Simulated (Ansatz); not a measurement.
A relaxation of the atoms of La2Ti2O7 (P1, 22 atoms in the cell) with Ansatz (an electronic-structure program).

Method of the run: PBEsol, default PAW files made with PBE (plane waves; Ansatz).

This input was run:

Ansatz 0.2 input:
```yaml
crystal:
  lattice:
    - [1.97700000, -12.97600000, 0.00000000]
    - [1.97700000, 12.97600000, 0.00000000]
    - [0.00000000, 0.00000000, 5.60700000]
  atoms:
    - { symbol: La, position_ang: [1.93604051, -1.52447238, 4.16805877] }
    - { symbol: La, position_ang: [1.94172637, 1.42569907, 1.43365383] }
    - { symbol: La, position_ang: [1.95449186, -5.23383067, 1.00877780] }
    - { symbol: La, position_ang: [1.98062384, 5.23652968, 3.85103338] }
    - { symbol: Ti, position_ang: [2.01708763, 11.38897032, 1.38742411] }
    - { symbol: Ti, position_ang: [1.99664940, -11.29577669, 4.20566492] }
    - { symbol: Ti, position_ang: [1.97370236, 8.79661206, 3.97583960] }
    - { symbol: Ti, position_ang: [2.01969134, -8.73671485, 1.07841113] }
    - { symbol: O, position_ang: [1.92247829, -12.78865251, 2.76938140] }
    - { symbol: O, position_ang: [1.95985348, 12.69788539, 5.39019974] }
    - { symbol: O, position_ang: [2.03212074, 10.57947554, 2.90276633] }
    - { symbol: O, position_ang: [2.02976020, -10.49144635, 0.29029682] }
    - { symbol: O, position_ang: [1.94593738, 7.65589190, 2.58012833] }
    - { symbol: O, position_ang: [1.98537853, -7.68459482, 5.27250320] }
    - { symbol: O, position_ang: [1.94164531, -1.20260270, 1.50216576] }
    - { symbol: O, position_ang: [2.00852327, 1.25795832, 4.14688113] }
    - { symbol: O, position_ang: [2.03988244, -4.02210584, 4.05042391] }
    - { symbol: O, position_ang: [1.90815098, 3.94450936, 1.34018514] }
    - { symbol: O, position_ang: [1.98688895, 10.15724947, 0.20249681] }
    - { symbol: O, position_ang: [1.97903236, -10.09198019, 3.03059471] }
    - { symbol: O, position_ang: [1.99723855, 7.32094242, 5.24191702] }
    - { symbol: O, position_ang: [1.93710019, -7.38957248, 2.45823776] }
kpoints:
  mp_grid: { grid: [4, 4, 3] }
hamiltonian:
  xc: pbesol
  pseudopotentials: { kind: paw }
scf:
  occupations: { method: fermi_dirac, width: 0.05 }
relax:
  f_tol: 0.005
output:
  forces: true
  eigenvalues: true
  stress: true
```

The program printed (abridged):

```
   [... SCF lines of the steps left out ...]
relax step   1: F+E_penalty+E_count = -42429.30329370 eV  Δ(F+E_penalty+E_count) = +0.000e0 eV  max|allowed force component| = 6.236e0 eV/Å  Δτ_max = 0.0000 Å  (10 SCF iters, dr2 threshold 6.25e-7 eV, accepted)
relax step   2: F+E_penalty+E_count = -42430.98346709 eV  Δ(F+E_penalty+E_count) = -1.680e0 eV  max|allowed force component| = 2.176e0 eV/Å  Δτ_max = 0.1950 Å  (7 SCF iters, dr2 threshold 1.00e-4 eV, accepted)
   [... lines left out ...]
relax step  11: F+E_penalty+E_count = -42431.56532467 eV  Δ(F+E_penalty+E_count) = -3.212e-4 eV  max|allowed force component| = 4.050e-2 eV/Å  Δτ_max = 0.0085 Å  (5 SCF iters, dr2 threshold 3.16e-6 eV, accepted)
relax step  12: F+E_penalty+E_count = -42431.56557048 eV  Δ(F+E_penalty+E_count) = -2.458e-4 eV  max|allowed force component| = 5.504e-3 eV/Å  Δτ_max = 0.0069 Å  (6 SCF iters, dr2 threshold 2.15e-7 eV, accepted)
relax step  13: F+E_penalty+E_count = -42431.56557845 eV  Δ(F+E_penalty+E_count) = -7.966e-6 eV  max|allowed force component| = 3.194e-3 eV/Å  Δτ_max = 0.0026 Å  (6 SCF iters, accepted)
Free energy (F): -42431.565578 eV
Internal energy: -42431.565578 eV  (E = F + TS)
E sigma→0 (E₀):  -42431.565578 eV
Fermi energy:    10.743219 eV
--- Forces (eV/Å), atoms counted from 1 ---
  atom   1  La     0.00001048    -0.00151533    -0.00173233
  atom   2  La    -0.00004492     0.00141609    -0.00112853
  atom   3  La     0.00050797     0.00207484     0.00047605
  atom   4  La    -0.00035982    -0.00229376     0.00088434
  atom   5  Ti     0.00004432     0.00243720    -0.00081742
  atom   6  Ti    -0.00009430    -0.00213821    -0.00059511
  atom   7  Ti    -0.00030423     0.00287327     0.00120142
  atom   8  Ti     0.00047729    -0.00319579     0.00113686
  atom   9  O     -0.00018374     0.00127006     0.00026351
  atom  10  O      0.00022294    -0.00136037     0.00115571
   [... lines left out ...]
    - { symbol: O, position: [0.12058476456506212, 0.8904541293522041, 0.04895258285906719] }
    - { symbol: O, position: [0.87941016921027, 0.1095198653980588, 0.5488812425598479] }
    - { symbol: O, position: [0.21882916437816452, 0.7822097427389336, 0.9189842820074345] }
    - { symbol: O, position: [0.7811792957186197, 0.21780204848193535, 0.4189430434313913] }
```

The run converged. 

Summary of the result:
```
Quantity                                                  Result
------------------------------------------------  --------------
Free energy E − TS (on the zero of these files)   -42431.5656 eV
Top of the valence band (on the code's own zero)         9.30 eV
Gap on the k-point mesh                                  2.85 eV
Pressure                                               -6.37 GPa
Largest force (vector length)                         0.004 eV/Å
Relaxation steps                                              13
```

The starting cell comes from a database of published, mostly measured structures (it also holds non-ambient and calculated ones), without a prior relaxation at this level. Its atoms were displaced at random from the sites of space group no. 36. For this run, on top of that: atoms moved at random. Ansatz's pressure includes its estimate of the finite-basis (Pulay) stress. Without the estimate this run gives -6.97 GPa.

Cost on one core of a shared machine: roughly 10 min.
